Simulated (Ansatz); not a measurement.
SrAlHO2 (model structure, started from the SrVO2H type, P4/mmm, No. 123, 5 atoms in the cell) was calculated with r²SCAN+SOC in Ansatz (plane waves, PAW).

Run with plane-wave cutoff 560 eV, 10×10×10 k mesh, Fermi–Dirac smearing 0.01 eV, PAW data made under PBE.

Cell (relaxed with PBEsol):

```xyz
5
Lattice="3.7739 0.0000 0.0000 0.0000 3.7739 0.0000 0.0000 0.0000 3.6579" Properties=species:S:1:pos:R:3 pbc="T T T"
Sr     1.8869     1.8869     1.8289
Al     0.0000     0.0000     0.0000
O      1.8869     0.0000     0.0000
O      0.0000     1.8869     0.0000
H      0.0000     0.0000     1.8289
```

### Question
Give the computed band gap, smallest direct gap on the k points sampled and Γ–Γ gap.

### Answer

band gap: 4.32 eV (indirect)
smallest direct gap on the k points sampled: 4.58 eV
Γ–Γ gap: 6.71 eV

Note: the relaxation could raise the start's symmetry but not lower it, so the cell can be a saddle point; cell and atoms aren't relaxed at this level (pressure 1.1 GPa).

The computed numbers hold no vibrational or temperature effects.

It cost very roughly 110 core-seconds of CPU time.

A model structure was made by putting elements into a prototype or built by hand; it is no filed structure, need not be a known phase, and can be a saddle point held by its symmetry.

Ansatz is an electronic-structure program.
